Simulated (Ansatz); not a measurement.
## Response to strain in SrTiO3

The reference is SrTiO₃ in the cubic perovskite structure (space group Pm-3m, No. 221).

```yaml
crystal:
  lattice:
    - [3.93649, 0.00000, 0.00000]
    - [0.00000, 3.93649, 0.00000]
    - [0.00000, 0.00000, 3.93649]
  atoms:
    - { symbol: Sr, position: [0.00000, 0.00000, 0.00000] }
    - { symbol: Ti, position: [0.50000, 0.50000, 0.50000] }
    - { symbol: O, position: [0.00000, 0.50000, 0.50000] }
    - { symbol: O, position: [0.50000, 0.50000, 0.00000] }
    - { symbol: O, position: [0.50000, 0.00000, 0.50000] }
```

Strains are applied to the cell and any free atomic positions relax.

Levels (all Ansatz, a first-principles code, PAW, earlier PAW set): PBE (420 eV, no spin-orbit coupling); r2SCAN (500 eV, scalar-relativistic without spin-orbit coupling); HSE06 (420 eV, no spin-orbit coupling); PBE+SOC (420 eV, with spin-orbit coupling).

Band gaps by level, all at the geometries relaxed with PBE:

```tsv
case	PBE	r2SCAN	HSE06	PBE+SOC
base	1.85 eV	2.21 eV	3.28 eV	1.83 eV
isotropic strain −0.72 %	1.89 eV	(withheld)	3.34 eV	1.87 eV
isotropic strain +0.87 %	1.79 eV	(withheld)	(withheld)	1.78 eV
isotropic strain +3.08 %	1.66 eV	(withheld)	3.04 eV	1.65 eV
```

Complete the table.


- isotropic strain −0.72 %, r2SCAN: 2.27 eV
- isotropic strain +0.87 %, r2SCAN: 2.15 eV
- isotropic strain +0.87 %, HSE06: 3.21 eV
- isotropic strain +3.08 %, r2SCAN: 2.00 eV

Single points use the geometry relaxed with PBE. HSE06 gaps are upper bounds (no full band path). The spin-orbit shifts are approximate. No phonon test of stability was made. The runs without spin-orbit coupling are not spin-polarised. Many cubic perovskites are stable only at high temperature; tilts and polar distortions were not tested.
